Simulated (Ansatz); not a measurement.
**Sn: response to strain**

The reference is Sn (space group I4_1/amd, No. 141; a = 5.8866 Å, c = 3.1864 Å; relaxed with 0.1 eV smearing). Axes: x, y, z lie along a, b, c of the conventional cell.

Strains are applied to the cell and any free atomic positions relax; under biaxial strain the out-of-plane vector relaxes too; under stress the whole cell relaxes.

Computed with r2SCAN (Ansatz, a quantum-chemistry and plane-wave program), no spin-orbit coupling.

Notes on the quantities. energy relative to the base: free energy F; pressure: mean of the normal stresses, compression positive.

```tsv
change	energy relative to the base	pressure	space group	shortest interatomic distance
base	0 meV/atom	0.0 GPa	I4_1/amd (No. 141)	3.049 Å
biaxial strain −4.86 %, plane normal [001], relaxed out of plane	+46 meV/atom	3.8 GPa	I4_1/amd (No. 141)	2.923 Å
biaxial strain −0.69 %, plane normal [001], relaxed out of plane	+0.9 meV/atom	0.6 GPa	I4_1/amd (No. 141)	3.030 Å
biaxial strain −0.45 %, plane normal [001], relaxed out of plane	+0.4 meV/atom	0.4 GPa	I4_1/amd (No. 141)	3.037 Å
biaxial strain +1.04 %, plane normal [001], relaxed out of plane	+2.1 meV/atom	-0.7 GPa	I4_1/amd (No. 141)	3.077 Å
isotropic strain +1.24 %	+6.1 meV/atom	-1.8 GPa	I4_1/amd (No. 141)	3.087 Å
uniaxial strain ε_yy = −0.83 %	+0.5 meV/atom	0.5 GPa	Imma (No. 74)	3.038 Å
uniaxial strain ε_yy = −0.50 %	+0.2 meV/atom	0.3 GPa	Imma (No. 74)	3.042 Å
uniaxial strain ε_zz = +2.94 %	+6.1 meV/atom	[?]	I4_1/amd (No. 141)	[?]
uniaxial stress, 2 GPa compression along z	+3.6 meV/atom	–	I4_1/amd (No. 141)	3.059 Å
```

Problem. What belongs in the blanks?

Solution. 
- uniaxial strain ε_zz = +2.94 %, pressure: -1.4 GPa
- uniaxial strain ε_zz = +2.94 %, shortest interatomic distance: 3.055 Å

A biaxial case was relaxed in a doubled cell and then solved in the primitive one. Stability under load was not tested beyond the relaxation.
